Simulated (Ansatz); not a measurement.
# C axis length of YGe (model structure, started from the NbAs type, I4₁/amd, No. 141, 4 atoms in the cell) at several levels of theory

No measured value is used here.

```tsv
level (code)	value (Å)
PBE (Ansatz)	?
PBEsol (Ansatz)	10.341
PBE-D3(BJ) (Ansatz)	10.351
```

Problem. Complete the blanks.

Solution. 
- PBE (Ansatz, a quantum-chemistry and plane-wave program), value (Å): 10.559

Ansatz's density-functional and Hartree–Fock values are scalar-relativistic unless marked +SOC, with PAW data made under PBE.

A model structure was made by putting elements into a prototype or built by hand; it is no filed structure, need not be a known phase, and can be a saddle point held by its symmetry.
